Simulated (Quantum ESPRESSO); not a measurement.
One base run on SnAu (P6_3/mmc, 4 atoms in the cell) and variants with one or two settings moved

```
CELL_PARAMETERS angstrom
      4.36103     0.00000     0.00000
     -2.18052     3.77676     0.00000
      0.00000     0.00000     5.59400
ATOMIC_POSITIONS crystal
  Sn 0.66667 0.33333 0.75000
  Sn 0.33333 0.66667 0.25000
  Au 0.00000 0.00000 0.50000
  Au 0.00000 0.00000 0.00000
```

Base run A: PBEsol, GBRV 1.5 ultrasoft (PBESOL) pseudopotentials in Quantum ESPRESSO, self-consistent single point.

Its settings: ecutwfc = 40 Ry; ecutrho = 320 Ry; occupations = smearing; smearing = gauss; degauss = 0.0036749 Ry; potentials = {Sn: sn_pbesol_v1.4.uspp.F.UPF, Au: au_pbesol_v1.uspp.F.UPF}; K_POINTS = automatic 10 10 7 0 0 0; conv_thr = 1e-10 Ry; mixing_beta = 0.3.

The starting cell comes from a database of computed structures (which also holds hypothetical and non-ambient phases and stackings), without a prior relaxation at this level.

ΔF is the free energy per atom less that of run A. 

Runs G sample the zone with one or two k-points, far too few for so small a cell.

Run A gave: pressure (GPa) -2.09; k-points 56; valence electrons 50.

Runs:
- B: K_POINTS: automatic 10 10 7 0 0 0 → automatic 6 6 4 0 0 0
- C: conv_thr: 1e-10 Ry → 7.3e-14 Ry
- D: degauss: 0.0036749 Ry → 0.02205 Ry; K_POINTS: automatic 10 10 7 0 0 0 → automatic 8 8 6 0 0 0
- E: ecutwfc: 40 Ry → 16 Ry; ecutrho: 320 Ry → 128 Ry
- F: degauss: 0.0036749 Ry → 0.036749 Ry
- G: K_POINTS: automatic 10 10 7 0 0 0 → automatic 1 1 1 0 0 0
- H: 2 x 2 x 1 supercell at the zone centre alone; K_POINTS: automatic 10 10 7 0 0 0 → automatic 1 1 1 0 0 0
- I: mixing_beta: 0.3 → 0.5; mixing_mode: default → plain
- J: mixing_beta: 0.3 → 0.8
- K: conv_thr: 1e-10 Ry → 0.0001 Ry

**Question.** What does run B change against A?

**Answer.** The free energy goes up by 1.5 meV/atom and the pressure goes from -2.09 to -1.97 GPa.

```csv
run,ΔF (meV/atom),pressure (GPa),k-points,valence electrons
A,0.00,-2.09,56,50
B,1.55,-1.97,21,50
C,0.00,-2.09,56,50
D,-10.3,-2.01,40,50
E,3438.7,-79.10,56,50
F,-23.7,-1.85,56,50
G,2392.2,9.70,1,50
H,417.8,-3.21,1,200
I,0.00,-2.09,56,50
J,0.00,-2.08,56,50
K,0.11,-8.10,56,50
```
